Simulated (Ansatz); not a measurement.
Take CdF₂ in the fluorite structure (space group Fm-3m, No. 225) as the base.

CdF2 has the cubic space group Fm-3m (No. 225), the fluorite structure, Pearson symbol cF12. Cell: a = 5.4815 Å, b = 5.4815 Å, c = 5.4815 Å, α = 90.00°, β = 90.00°, γ = 90.00°. Cd on 4a is surrounded by 8 F at 2.374 Å (cubic). F on 8c has 4 Cd at 2.374 Å (tetrahedral). (Neighbours: up to the widest gap in distance over summed covalent radii, below 1.35, at either atom; cation-cation and far metal-metal contacts left out.)
(The calculation used a cell of 3 atoms; values per cell refer to that cell.)

Method: Ansatz (a quantum-chemistry and plane-wave program) PBE, no spin-orbit coupling.

For the base:

- Pressure: 0.0 kbar
- Smallest direct gap: 3.47 eV

The change: the cell is scaled by 0.9900 in all directions; the atoms relax in the strained cell.

Question: Estimate the effect on the pressure, smallest direct gap and mean gap deformation potential ΔEg/Δln V.

Answer: The pressure goes from zero to 30.3 kbar; the smallest direct gap grows by 0.073 eV (3.47 eV → 3.55 eV); the mean gap deformation potential ΔEg/Δln V comes out as -3.6 eV.

Stability against distortions was not tested.
